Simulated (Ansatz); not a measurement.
In an OH-capped Si nanowire along [110], 8 atoms a period besides the caps, the lowest empty band has its minimum at Γ and lies 0.071 eV higher 0.0504 Å⁻¹ away along the axis.

The numbers are results of PBE (plane waves to 420 eV, PAW; Ansatz, a quantum-chemistry and plane-wave program), not measurements. Mesh 1×1×8. No spin polarisation. Isolated but for its images some 11 Å away. An idealised model, cut from the bulk lattice. It keeps the symmetry and period of its start, so it need not be a minimum against all distortions.

### Question
Estimate the electron mass along the axis.

### Answer
For a parabola ΔE = ħ²Δk²/2m, and ħ²/2mₑ = 3.810 eV Å². So m/mₑ = 3.810 × 0.0504²/0.071 = 0.14. The curvature over a step a third as long gives 0.13; the band is close to a parabola here.
